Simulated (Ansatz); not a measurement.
Consider this model of amorphous In$_{9}$Ga$_{9}$Zn$_{9}$O$_{35}$F.

```
Ga9In9Zn9FO35
1.0
    9.26560     0.00000     0.00000
    0.00000     9.26560     0.00000
    0.00000     0.00000     9.26560
In Ga Zn O F
9 9 9 35 1
Cartesian
  2.15436   3.15224   2.70832
  1.77836   6.50808   1.84627
  4.15048   3.96521   5.41468
  5.27042   6.33587   7.90413
  5.74577   6.90240   4.24806
  8.53274   1.84663   1.66904
  7.08124   1.16790   4.93132
  1.48633   7.59626   8.01396
  8.65432   5.13108   9.03536
  2.57681   7.23287   5.08160
  9.04491   1.79779   7.09125
  5.34144   0.32910   7.14523
  5.19569   2.05701   2.20709
  0.79206   0.17429   4.20610
  8.36441   4.97572   3.05484
  4.72037   8.24187   1.08379
  2.82567   4.28303   9.19575
  0.82708   4.48842   5.59669
  8.43103   7.07700   5.87460
  7.68833   8.69003   8.55969
  7.21139   4.43514   6.34527
  3.82289   0.52126   4.01275
  5.26182   4.97550   1.71767
  2.50619   1.51791   6.74515
  7.90464   8.03196   2.36635
  2.20151   0.80882   0.65352
  5.40357   3.12832   8.14506
  8.86238   6.40131   1.84031
  2.23393   3.23955   5.76115
  1.88293   7.80843   3.44625
  8.37895   5.20181   5.03982
  4.70258   6.45397   0.62343
  8.45704   9.24657   0.93159
  6.41715   6.68613   6.17981
  3.89265   5.96886   4.66421
  9.13079   1.65660   5.20552
  1.07392   0.64973   7.85916
  7.30100   0.93444   7.24306
  3.13355   4.83348   1.78587
  8.50217   3.83775   1.47160
  5.32617   9.25488   5.27879
  2.38536   0.05232   5.30655
  8.66417   7.15446   7.91341
  2.00428   2.71032   0.54519
  6.73192   4.77265   8.26067
  5.94959   3.01923   5.94371
  0.97109   4.57069   3.61699
  5.27123   3.21007   0.83208
  6.85547   1.76556   2.95821
  4.00827   2.56105   3.65338
  4.16161   1.56762   7.74385
  5.95281   8.07378   2.56287
  1.08496   1.27389   2.68424
  1.47032   5.62195   9.05048
  2.51527   8.17887   0.51441
  4.05662   0.56092   1.92350
  1.27998   6.40237   6.11566
  3.96101   4.57341   7.71144
  6.46061   5.16866   3.19792
  9.10737   3.67935   7.23857
  8.38549   8.47197   4.35987
  5.67599   8.48518   8.61967
  3.52928   7.61032   7.01223
```

Calculation: PBE, scalar-relativistic without spin-orbit coupling (plane waves to 420 eV, PAW; Ansatz, an electronic-structure program). Neutral PBE cell, which sets geometry, pressure and energy: sampling: a 2×2×2 Γ-centred mesh; Fermi-Dirac width 0.02 eV; collinear spin, started from a total moment of 1 μB. The usual formal charges leave 1 electrons over, so the level spacing at the Fermi energy parts defect or band states and needn't be the band gap.

Preparation: random packing, a CHGNet melt and quench, and a DFT relaxation. O and F atoms were pushed apart under 1.9 Å during the dynamics, to hinder bonds among them. The hot cell started wider than the set density and was brought back towards it in steps. It is the lowest in DFT energy of 2 quenches. It is a model cell: composition and starting density were chosen by hand, and all elements were melted together. No dispersion term was used. Its density started from a set value of 5.90 and ended at 5.90 g/cm³. The simulated quench (nominally 260 K/ps over its main leg) is rapid and tends to freeze in more defects than a deposited or slowly cooled glass has. One small periodic cell is one sample of the glass; other quenches scatter about these values. The volume was held where the preparation left it.

Give the pressure and the spacing of the highest filled and lowest empty levels.


Pressure on a 2×2×2 Γ-centred mesh: 2.52 GPa
Largest force and stress component on that mesh (the relaxation ran on the zone centre alone): 0.09 eV/Å and 4.1 GPa
Level spacing at the Fermi energy on a 2×2×2 Γ-centred mesh (PBE): within the smearing (under twice its width)
Net moment: 0.00 μB

The spare electrons fill defect levels or the bottom of the conduction band, and the levels at the Fermi energy are partly filled.

Neighbours within In-In 3.12 Å, In-Ga 2.90 Å, In-Zn 2.90 Å, In-O 2.84 Å, In-F 2.39 Å, Ga-Ga 2.68 Å, Ga-Zn 2.68 Å, Ga-O 2.42 Å, Ga-F 2.15 Å, Zn-Zn 2.68 Å, Zn-O 2.54 Å, Zn-F 2.15 Å, O-O 1.58 Å, O-F 1.48 Å, F-F 1.37 Å count as bonded. Two cations that share two anions don't count as bonded, nor two that share one unless they lie closer than In-In 3.04 Å, In-Ga 2.82 Å, In-Zn 2.82 Å, Ga-Ga 2.61 Å, Ga-Zn 2.61 Å, Zn-Zn 2.61 Å.
